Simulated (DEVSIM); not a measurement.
Structure: Ni/La2O3/p-Ge capacitor, at 300 K.

| layer (left to right) | material | thickness (nm) | Na (cm⁻³) |
|---|---|---|---|
| 1 | La2O3 | 8.30 | - |
| 2 | Ge | 4300 | 1.9e16 |

Metal gate on the left, work function 5.1 eV. Fixed charge at the semiconductor interface 1.5e12 cm⁻² (in units of +e); no interface traps.

Constants are typed, rounded textbook-type inputs, not results; the design itself was drawn at random and stands for no fabricated device. Values at 300 K.

```tsv
parameter	La2O3	Ge
gap (eV)	5.8	0.664
affinity (eV)	1.8	4
permittivity	27	16
Nc (cm⁻³)	-	1.04e19
Nv (cm⁻³)	-	6e18
```

DEVSIM, 1D Poisson equation in equilibrium, Boltzmann statistics, complete ionisation; no quantum confinement or tunnelling. Metal contacts follow the ideal Schottky-Mott rule: no Fermi-level pinning, no interface dipoles.

Q: Tabulate band edges, carrier densities and field at 0.75 V on the gate.

A: Energies count from the Fermi level of the right contact; mesh points crowd at the junctions.

```csv
x (μm),Ec (eV),Ev (eV),n (cm⁻³),p (cm⁻³),field (V/cm)
0.000,2.550,-3.250,< 1e2,< 1e2,-83000
0.001286,2.539,-3.261,< 1e2,< 1e2,-83000
0.003586,2.520,-3.280,< 1e2,< 1e2,-83000
0.006282,2.498,-3.302,< 1e2,< 1e2,-83000
0.008250,2.482,-3.318,< 1e2,< 1e2,-83000
0.009585,0.285,-0.379,1.7e14,2.6e12,30000
0.01265,0.294,-0.370,1.2e14,3.7e12,29000
0.02345,0.324,-0.340,3.7e13,1.2e13,27000
0.04392,0.374,-0.290,5.4e12,8.1e13,22000
0.09009,0.455,-0.209,2.4e11,1.8e15,13000
0.1942,0.511,-0.153,2.7e10,1.6e16,1200
0.5603,0.515,-0.149,2.3e10,1.9e16,≈ 0
1.255,0.515,-0.149,2.3e10,1.9e16,≈ 0
2.612,0.515,-0.149,2.3e10,1.9e16,≈ 0
3.736,0.515,-0.149,2.3e10,1.9e16,≈ 0
4.055,0.515,-0.149,2.3e10,1.9e16,≈ 0
4.197,0.515,-0.149,2.3e10,1.9e16,≈ 0
4.259,0.515,-0.149,2.3e10,1.9e16,≈ 0
4.293,0.515,-0.149,2.3e10,1.9e16,≈ 0
4.302,0.515,-0.149,2.3e10,1.9e16,≈ 0
4.306,0.515,-0.149,2.3e10,1.9e16,≈ 0
4.308,0.515,-0.149,2.3e10,1.9e16,≈ 0
```
